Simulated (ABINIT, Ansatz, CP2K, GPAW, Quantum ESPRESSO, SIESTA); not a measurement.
## Ca3Mg (I4/mmm, 4 atoms in the cell) computed with different codes at matched settings

Self-consistent single point.

```
CELL_PARAMETERS angstrom
     -2.69950     2.69950     5.41182
      2.69950    -2.69950     5.41182
      2.69950     2.69950    -5.41182
ATOMIC_POSITIONS crystal
  Ca 0.50000 0.50000 0.00000
  Ca 0.25000 0.75000 0.50000
  Ca 0.75000 0.25000 0.50000
  Mg 0.00000 0.00000 0.00000
```

All programs got the same cell, k-point mesh and kind of occupations (in Ansatz's words: kpoints.mp_grid.grid = 7 7 7; scf.occupations.method = fermi_dirac; scf.occupations.width = 0.05 eV); potentials, basis and cutoffs are each program's usual ones.

```json
[
 {"code": "ABINIT", "model": "LDA (PW92), PAW (JTH v2.0 LDA PAW)", "pressure (GPa)": "-2.92", "k-points": "40", "cutoff": "40 Ry"},
 {"code": "Ansatz", "model": "LDA (PW92), PAW files made with PBE", "pressure (GPa)": "-2.84", "k-points": "40", "cutoff": "420 eV"},
 {"code": "GPAW", "model": "LDA (Perdew-Wang 92), GPAW PAW datasets LDA (gpaw-data 1.0.1)", "pressure (GPa)": "-2.76", "k-points": "40", "cutoff": "850 eV"},
 {"code": "SIESTA", "model": "LDA PW92, numerical atomic orbitals DZP, PseudoDojo LDA standard norm-conserving potentials (rewritten from UPF to PSML)", "pressure (GPa)": "0.64", "k-points": "172", "cutoff": "grid 350 Ry"},
 {"code": "CP2K", "model": "LDA (Pade form), GPW, DZVP-MOLOPT-SR-GTH basis, GTH-PADE potentials (GTH_POTENTIALS)", "pressure (GPa)": "-2.21", "k-points": "172", "cutoff": "grid 1000 Ry"},
 {"code": "Quantum ESPRESSO", "model": "LDA (PZ), GBRV 1.5 ultrasoft (LDA) pseudopotentials", "pressure (GPa)": "-2.84", "k-points": "40", "cutoff": "40 Ry"}
]
```

The spread over the programs that give each value: pressure within 3.56 GPa.

The starting cell comes from a database of computed structures (which also holds hypothetical and non-ambient phases and stackings), without a prior relaxation at this level. Its lattice was rescaled by a random factor within 2.5 % of one.

Task: Why do the programs differ, and what cannot be compared?

Result: Differences of this kind can come from the potentials, where these differ, and from what each basis and cutoff leave unconverged. The zero of total energies and Fermi levels follows the potentials and each program's conventions, so they are not compared here. SIESTA and CP2K use small atom-centred bases, whose incompleteness enters pressures, forces and empty levels differently from a plane-wave cutoff. Ansatz's pressure is given at a fixed set of plane waves, as the other plane-wave codes print theirs. The same LDA comes in different parametrisations, which differ slightly. The programs reduce the same mesh by symmetry to different extents, which changes the work and not the result. In the pressure, SIESTA (by 3.48) lies more than 1 GPa from the median of the plane-wave programs.

Left out of this page: FLEUR (not drawn, or without a comparable value).

Ansatz is a first-principles code.

Keys are those of Ansatz 0.2.
